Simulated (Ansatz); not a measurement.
Computed paths: C vacancy in 2H silicon carbide, charge state -2

Defect migration in 2H silicon carbide: C vacancy, charge state -2. Method: PBE, PAW (plane waves to 420 eV; Ansatz, an electronic-structure program).

72-site cell at the relaxed PBE lattice, the Γ point alone, smearing 0.01 eV, spin-restricted, no finite-size correction. No zero-point or tunnelling terms. The host's phase is taken as given; its stability against other phases was not computed. The charge state is imposed; whether it is stable for some Fermi level was not computed. Forms of the defect that were not tried may lie lower.

Barriers: single points on a 2×2×2 k-point mesh shifted by half a step along c at the bands' geometries (they differ from the bands' own by up to 0.58 eV, and are uncertain by about as much).

```
Route                                                                                 Start site over the lowest site run (eV)  Hop (Å)  Forward barrier (eV)  Backward barrier (eV)                           Neighbours at the start                Neighbours at the saddle  Saddle order  Forward, on the band's own sampling (eV)
------------------------------------------------------------------------------------  ----------------------------------------  -------  --------------------  ---------------------  ------------------------------------------------  --------------------------------------  ------------  ----------------------------------------
one C atom jumps into the vacancy from a nearby C site (strongly reconstructed ends)                                      0.00     3.06                  3.04                   3.04  Si at 1.89, Si at 1.92, Si at 1.96, Si at 1.99 Å  Si at 1.81, Si at 1.91, 2 Si at 2.11 Å   not checked                                      2.48
one C atom jumps into the vacancy from a nearby C site (strongly reconstructed ends)                                      0.00     3.33                  3.96                   3.96                        Si at 1.87, 3 Si at 1.90 Å    Si at 1.73, Si at 1.81, Si at 2.01 Å   not checked                                      3.38
```

Paths come from CI-NEB runs.   A further band (one Si neighbour of the other sublattice jumps into the vacancy and becomes an antisite, 0.59 Å) gave 0.18 eV forward on its own sampling, 0.18 eV above the lowest site run, but an end relaxed into another defect, so it is not taken as a result.
